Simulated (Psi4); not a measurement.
Psi4 1.11, WB97X/def2-svp: [SiH3][C@@H]1CO[SiH2][SiH2]1, 16 atoms. The geometry is a generated start, not checked to be a minimum at this level.

* **task**: gradient
* **method**: wb97x
* **basis**: def2-svp
* **memory**: 7 GB
* **scf_type**: df (default)
* **guess**: auto, which took SAD (default)
* **diis_max_vecs**: 10 (default)
* **scf_initial_accelerator**: adiis (default)
* **e_convergence**: 1e-08 (default)
* **d_convergence**: 1e-08 (default)
* **basis functions (reference run)**: 146
* **grid points (reference run)**: 2863844

```xyz
16

Si    -1.8585     0.7423    -0.5093
C     -0.6193     0.0240     0.6853
C      0.5781     0.9370     1.0454
O      1.5249     1.0505    -0.0328
Si     1.9708    -0.4080    -0.7454
Si     0.0387    -1.5687    -0.1412
H     -2.3787     2.0198     0.0386
H     -1.2578     1.0048    -1.8413
H     -3.0152    -0.1751    -0.6688
H     -1.1506    -0.2412     1.6064
H      1.1072     0.5523     1.9295
H      0.2412     1.9493     1.2999
H      2.1134    -0.2437    -2.2137
H      3.1813    -0.9516    -0.0793
H     -0.7832    -2.0896    -1.2691
H      0.3077    -2.6021     0.8960
```

Yardstick: the run with dft_radial_points = 200, dft_spherical_points = 974, dft_pruning_scheme = none (default), which is not proven converged either. One run each, on a shared machine, so no times are given.

Settings tried, all else as in the reference:
- dft_radial_points = 99, dft_spherical_points = 590, dft_pruning_scheme = treutler
- dft_radial_points = 75 (default), dft_spherical_points = 434
- dft_radial_points = 75 (default), dft_spherical_points = 302 (default), dft_pruning_scheme = robust
- dft_radial_points = 35, dft_spherical_points = 110
- dft_radial_points = 75 (default), dft_spherical_points = 302 (default)
- dft_radial_points = 25, dft_spherical_points = 50
- dft_radial_points = 99, dft_spherical_points = 590, dft_pruning_scheme = robust
- dft_radial_points = 150, dft_spherical_points = 770
- dft_radial_points = 75 (default), dft_spherical_points = 302 (default), dft_pruning_scheme = treutler
- dft_radial_points = 50, dft_spherical_points = 194
- dft_radial_points = 99, dft_spherical_points = 590

Problem. Which of these stay within 10 meV/atom in energy, 100 meV/Å in forces (largest component) of the reference run?

Solution. Within it: dft_radial_points = 150, dft_spherical_points = 770; dft_radial_points = 99, dft_spherical_points = 590; dft_radial_points = 99, dft_spherical_points = 590, dft_pruning_scheme = robust; dft_radial_points = 75 (default), dft_spherical_points = 434; dft_radial_points = 75 (default), dft_spherical_points = 302 (default), dft_pruning_scheme = robust; dft_radial_points = 75 (default), dft_spherical_points = 302 (default); dft_radial_points = 50, dft_spherical_points = 194; dft_radial_points = 99, dft_spherical_points = 590, dft_pruning_scheme = treutler; dft_radial_points = 75 (default), dft_spherical_points = 302 (default), dft_pruning_scheme = treutler. At the edge (between 0.75 and 1.33 times the tolerance): dft_radial_points = 35, dft_spherical_points = 110. Outside: dft_radial_points = 25, dft_spherical_points = 50.

```json
[
 {"setting": "the reference", "grid points": "2863844", "energy against the reference": "—", "difference in forces (largest component)": "—"},
 {"setting": "dft_radial_points = 150, dft_spherical_points = 770", "grid points": "1708591", "energy against the reference": "−0.0034 meV/atom", "difference in forces (largest component)": "7.6 meV/Å"},
 {"setting": "dft_radial_points = 99, dft_spherical_points = 590", "grid points": "867203", "energy against the reference": "−0.035 meV/atom", "difference in forces (largest component)": "7.9 meV/Å"},
 {"setting": "dft_radial_points = 99, dft_spherical_points = 590, dft_pruning_scheme = robust", "grid points": "603169", "energy against the reference": "−0.035 meV/atom", "difference in forces (largest component)": "8.0 meV/Å"},
 {"setting": "dft_radial_points = 75 (default), dft_spherical_points = 434", "grid points": "485794", "energy against the reference": "+0.075 meV/atom", "difference in forces (largest component)": "13 meV/Å"},
 {"setting": "dft_radial_points = 75 (default), dft_spherical_points = 302 (default), dft_pruning_scheme = robust", "grid points": "230456", "energy against the reference": "+0.046 meV/atom", "difference in forces (largest component)": "15 meV/Å"},
 {"setting": "dft_radial_points = 75 (default), dft_spherical_points = 302 (default)", "grid points": "338204", "energy against the reference": "+0.034 meV/atom", "difference in forces (largest component)": "16 meV/Å"},
 {"setting": "dft_radial_points = 50, dft_spherical_points = 194", "grid points": "147342", "energy against the reference": "−1.8 meV/atom", "difference in forces (largest component)": "16 meV/Å"},
 {"setting": "dft_radial_points = 99, dft_spherical_points = 590, dft_pruning_scheme = treutler", "grid points": "446113", "energy against the reference": "−0.14 meV/atom", "difference in forces (largest component)": "37 meV/Å"},
 {"setting": "dft_radial_points = 75 (default), dft_spherical_points = 302 (default), dft_pruning_scheme = treutler", "grid points": "183992", "energy against the reference": "−0.082 meV/atom", "difference in forces (largest component)": "44 meV/Å"},
 {"setting": "dft_radial_points = 35, dft_spherical_points = 110", "grid points": "58703", "energy against the reference": "−1.6 meV/atom", "difference in forces (largest component)": "110 meV/Å"},
 {"setting": "dft_radial_points = 25, dft_spherical_points = 50", "grid points": "19151", "energy against the reference": "+24 meV/atom", "difference in forces (largest component)": "270 meV/Å"}
]
```

Total energies are compared; such shifts often cancel in part in energy differences. The gradients leave out the derivatives of the grid weights. The tolerance is a choice made for this comparison.
